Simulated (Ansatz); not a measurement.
A periodic model of amorphous Mo₃₀N₁₅:

```xyz
45
Lattice="7.7746 0.2654 -0.2916 0.2654 8.9197 0.0433 -0.2916 0.0433 8.3372" Properties=species:S:1:pos:R:3 pbc="T T T"
Mo     3.3577     0.9974     7.5159
Mo     0.6103     1.5712     7.9620
Mo     7.1182     6.1186     2.2101
Mo     0.0626     3.7838     4.3050
Mo     2.9768     5.6239     5.1836
Mo     4.9965     3.5996     3.5722
Mo     6.3809     3.3439     6.3274
Mo     3.8033     3.8661     7.4012
Mo     0.5571     1.2910     2.4485
Mo     6.1085     0.3466     6.7115
Mo     0.5194     3.6964     1.0802
Mo     5.9283     2.4862     0.8443
Mo     5.3657     0.6156     3.0500
Mo     2.9294     8.7556     1.6178
Mo     4.5891     7.0179     3.5183
Mo     0.1066     1.3107     5.2060
Mo     2.5197     2.8473     4.9163
Mo     3.0424     0.1918     4.6373
Mo     6.4047     5.9650     7.5360
Mo     2.3642     4.9799     2.7685
Mo     3.1115     2.5289     1.6036
Mo     1.3015     7.6784     3.6267
Mo     0.9919     4.5567     6.8585
Mo     6.9268     7.0268     4.9096
Mo     0.4254     7.7401     0.7212
Mo     1.4636     7.8588     6.4389
Mo     2.7354     6.2871     0.0650
Mo     4.8317     5.0521     1.3704
Mo     4.4010     7.3577     6.5042
Mo     5.3443     7.8011     0.7307
N      1.2916     6.4496     2.0132
N      5.0046     2.1469     7.2203
N      7.2594     0.9415     0.4350
N      3.8252     6.8490     1.6681
N      5.3647     8.4519     5.0392
N      2.4408     4.1661     0.2748
N      4.4809     0.8662     1.1949
N      4.2735     3.9434     5.4461
N      3.8584     1.9488     3.5670
N      1.7931     1.0314     6.2568
N      6.9136     5.1646     5.5994
N      7.2546     0.3176     3.4980
N      1.5279     3.1061     2.8788
N      6.5104     4.0831     2.1188
N      0.5460     6.4341     7.5719
```

These are PBE, scalar-relativistic without spin-orbit coupling (plane waves to 420 eV, PAW; Ansatz, a quantum-chemistry and plane-wave program) values and carry that method's errors. The usual formal charges leave 135 electrons over, so the level spacing at the Fermi energy parts defect or band states and needn't be the band gap.

Preparation: random packing, a CHGNet melt and quench, and a DFT relaxation. N atoms were pushed apart under 1.9 Å during the dynamics, to hinder bonds among them. The hot cell started wider than the set density and was brought back towards it in steps. It is the lowest in DFT energy of 2 quenches. It is a model cell: composition and starting density were chosen by hand, and all elements were melted together. No dispersion term was used. Its density started from a set value of 9.69 and ended at 8.89 g/cm³. Cooling (nominally 380 K/ps over its main leg) ran many orders faster than in experiment, which tends to leave more defects and strain. Values belong to this one cell and scatter from quench to quench. Volume and shape were free in the relaxation. Stress components on the final sampling reach 0.6 GPa. On a 2×2×2 Γ-centred mesh force components of up to 0.50 eV/Å stay, since the relaxation ran on one k-point at (1/4, 1/4, 1/4).

Bonds are counted up to Mo-Mo 3.04 Å, Mo-N 2.50 Å, N-N 1.70 Å. Two cations that share two anions don't count as bonded, nor two that share one unless they lie closer than Mo-Mo 2.95 Å.

Problem. Give the coordination numbers, mean bond lengths and angles.

Solution. 
| Property | Value |
|---|---|
| Mean coordination of Mo by anions | 2.63 (2 with 1, 12 with 2, 11 with 3, 5 with 4); 178 close contacts or bonds to cations besides |
| Mean coordination of N | 5.27 (1 with 4, 9 with 5, 5 with 6) |
| Mean Mo-Mo close contact | 2.828 Å (spread 0.099 Å, 89 counted) |
| Mean Mo-N bond | 2.117 Å (spread 0.096 Å, 79 counted) |
| Bond angle at Mo | mean 97.4°, spread 33.2° |
| Bond angle at N | mean 105.6°, spread 29.1° |

Problem. What Bader charges do the atoms carry, from a run on one k-point at (1/4, 1/4, 1/4)?

Solution. Means (range): Mo +0.70 e (+0.25 to +1.23), N -1.40 e (-1.49 to -1.34).
```json
[
 {"atom": "Mo1", "charge (e)": "+0.83"},
 {"atom": "Mo2", "charge (e)": "+0.64"},
 {"atom": "Mo3", "charge (e)": "+0.51"},
 {"atom": "Mo4", "charge (e)": "+0.61"},
 {"atom": "Mo5", "charge (e)": "+0.27"},
 {"atom": "Mo6", "charge (e)": "+0.98"},
 {"atom": "Mo7", "charge (e)": "+0.75"},
 {"atom": "Mo8", "charge (e)": "+0.81"},
 {"atom": "Mo9", "charge (e)": "+0.82"},
 {"atom": "Mo10", "charge (e)": "+0.71"},
 {"atom": "Mo11", "charge (e)": "+0.70"},
 {"atom": "Mo12", "charge (e)": "+1.00"},
 {"atom": "Mo13", "charge (e)": "+1.23"},
 {"atom": "Mo14", "charge (e)": "+0.59"},
 {"atom": "Mo15", "charge (e)": "+0.49"},
 {"atom": "Mo16", "charge (e)": "+0.66"},
 {"atom": "Mo17", "charge (e)": "+0.91"},
 {"atom": "Mo18", "charge (e)": "+0.67"},
 {"atom": "Mo19", "charge (e)": "+0.56"},
 {"atom": "Mo20", "charge (e)": "+0.75"},
 {"atom": "Mo21", "charge (e)": "+0.94"},
 {"atom": "Mo22", "charge (e)": "+0.59"},
 {"atom": "Mo23", "charge (e)": "+0.71"},
 {"atom": "Mo24", "charge (e)": "+0.78"},
 {"atom": "Mo25", "charge (e)": "+0.84"},
 {"atom": "Mo26", "charge (e)": "+0.49"},
 {"atom": "Mo27", "charge (e)": "+0.89"},
 {"atom": "Mo28", "charge (e)": "+0.50"},
 {"atom": "Mo29", "charge (e)": "+0.25"},
 {"atom": "Mo30", "charge (e)": "+0.55"},
 {"atom": "N31", "charge (e)": "-1.38"},
 {"atom": "N32", "charge (e)": "-1.37"},
 {"atom": "N33", "charge (e)": "-1.38"},
 {"atom": "N34", "charge (e)": "-1.44"},
 {"atom": "N35", "charge (e)": "-1.43"},
 {"atom": "N36", "charge (e)": "-1.40"},
 {"atom": "N37", "charge (e)": "-1.43"},
 {"atom": "N38", "charge (e)": "-1.34"},
 {"atom": "N39", "charge (e)": "-1.34"},
 {"atom": "N40", "charge (e)": "-1.49"},
 {"atom": "N41", "charge (e)": "-1.40"},
 {"atom": "N42", "charge (e)": "-1.37"},
 {"atom": "N43", "charge (e)": "-1.44"},
 {"atom": "N44", "charge (e)": "-1.44"},
 {"atom": "N45", "charge (e)": "-1.38"}
]
```
